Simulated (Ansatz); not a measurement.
System: ZrAl3 (I4/mmm, No. 139). Method: PBEsol-D3(BJ) in Ansatz (PAW).

Run with plane-wave cutoff 520 eV, 20×20×20 k mesh, Fermi–Dirac smearing 0.05 eV, scalar-relativistic PAW data made under PBE.

Results at a series of volumes:

```csv
V (Å³/atom),E − E_lowest (meV/atom),P (GPa)
15.794,10.27,5.17
16.123,2.48,2.46
16.452,0.00,0.00
16.781,2.32,-2.22
17.110,8.97,-4.23
```

Question: Fit the third-order Birch–Murnaghan equation and give B0 and B′.

Answer: V0 = 16.452 Å³/atom, B0 = 117 GPa, B′ = 4.0 (fit to the energies at full precision).

Shape and atoms are relaxed at each volume.

Note: the bulk modulus comes from volumes at which shape and atoms were relaxed.

Computed values are for the static lattice.

Cost on a shared machine: about 90 core-minutes (a rough figure).

Ansatz is a program for electronic structure.
